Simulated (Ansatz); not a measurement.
BeSe: response to strain

The parent structure is BeSe in the zinc blende structure (space group F-43m, No. 216; a = 5.1288 Å). Axes: x, y, z lie along the cube axes.

Strains are applied to the cell and any free atomic positions relax; under stress the whole cell relaxes.

Computed with DFT with PBEsol, PAW potentials and a 420 eV plane-wave cutoff in Ansatz (a first-principles code), without spin-orbit coupling, earlier PAW set.

Candidates:
(a) strain tensor (xx, yy, zz, yz, xz, xy) = (−0.79, −0.58, +1.14, −1.01, +0.50, +0.74) %
(b) isotropic strain −1.99 %
(c) uniaxial stress, 5 GPa tension along x

Notes on the quantities. energy relative to the base: free energy F.

### Question
Order them by energy relative to the base, highest first.

### Answer
(b) isotropic strain −1.99 % (+16 meV/atom), (c) uniaxial stress, 5 GPa tension along x (+12 meV/atom), (a) strain tensor (xx, yy, zz, yz, xz, xy) = (−0.79, −0.58, +1.14, −1.01, +0.50, +0.74) % (+3.5 meV/atom)

Stability under load was not tested beyond the relaxation.
